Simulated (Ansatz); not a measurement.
Take MgO in the rock salt structure (space group Fm-3m, No. 225) as the base.

```
MgO
1.0
    0.00000     2.10705     2.10705
    2.10705     0.00000     2.10705
    2.10705     2.10705     0.00000
Mg O
1 1
Direct
  0.00000   0.00000   0.00000
  0.50000   0.50000   0.50000
```

Cartesian axes are those of the cell as printed.

Level of theory: plane-wave PAW DFT at the PBEsol level (Ansatz, a quantum-chemistry and plane-wave program, 420 eV), no spin-orbit coupling.

One thing is altered: uniaxial strain ε_zz = +2.50 %, all other strain components held at zero, atoms relaxed at fixed cell.

Q: Predict the stress tensor and what it implies for the stiffness.

A: Stress of the strained cell less that of the base (GPa, compression positive):
```
  -2.13    0.00    0.00
   0.00   -2.13    0.00
   0.00    0.00   -6.27
```

Then −Δσ_ii/ε with ε = 0.0250 gives secant stiffness values (nonlinear terms included at this strain): C33 ≈ 251 GPa, C13 ≈ 85 GPa and C23 ≈ 85 GPa.

As a check, the harmonic strain energy −½ V₀ Δσ:ε is 4.6 meV/atom; the computed energy rise is 4.8 meV/atom.

Whether these cells are dynamically stable was not tested.
